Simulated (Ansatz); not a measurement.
System: CsCdBr₃ (P6₃/mmc, No. 194, 10 atoms in the cell; start COD 1527655). Method: LDA in Ansatz (PAW).

Numerical settings: plane-wave cutoff 520 eV, 6×6×6 k mesh, Fermi–Dirac smearing 0.01 eV, scalar-relativistic PAW data made under PBE.

Cell (relaxed at this level):

CdCsBr$_{3}$ is taken in the hexagonal space group P6₃/mmc (No. 194), Pearson symbol hP10. Conventional cell: a = b = 7.423 Å, c = 6.523 Å, α = β = 90.00°, γ = 120.00°. Cs on 2d is surrounded by 12 Br at 3.712–3.877 Å (anticuboctahedral). Cd on 2a has 6 Br at 2.730 Å (octahedral). Br on 6h has 2 Cd at 2.730 Å and 4 Cs at 3.712–3.877 Å. (Neighbours: up to the widest gap in distance over summed covalent radii, below 1.35, at either atom; cation-cation and far metal-metal contacts left out.)

Task: Estimate the band gap that the calculation returns.

Result: 
* **band gap**: 2.70 eV

Note: the relaxation could not lower the start's symmetry, so a distorted cell can lie lower.

Spin–orbit coupling is not included.

Cost on a shared machine: very roughly 2.2 core-minutes.

Ansatz is a first-principles code.
